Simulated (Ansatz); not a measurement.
Consider Ga₂O₃ (space group C2/m, No. 12; a = 12.2547 Å, b = 3.0389 Å, c = 5.8078 Å, α = γ = 90.00°, β = 103.81°).

Calculations: r2SCAN/PAW in Ansatz (a program for electronic structure), spin-orbit coupling left out, earlier PAW set.

One change was made to it. Results:

```csv
quantity,base,after
volume per atom,10.50 Å³,10.56 Å³
smallest direct gap,3.07 eV,3.02 eV
band gap,3.03 eV,2.99 eV
```

### Question
Name the change that was made.
(A) pressure 2.1 GPa
(B) pressure −1 GPa
(C) pressure 22.5 GPa
(D) pressure −2 GPa

### Answer
B, pressure −1 GPa. For comparison, the band gap in the other runs: pressure 2.1 GPa gives 3.13 eV; pressure 22.5 GPa gives 3.91 eV; pressure −2 GPa gives 2.94 eV.

Load acts through the strain it causes; cell and atoms are relaxed under it. No phonon test of stability was made. No other phases were tried under pressure.
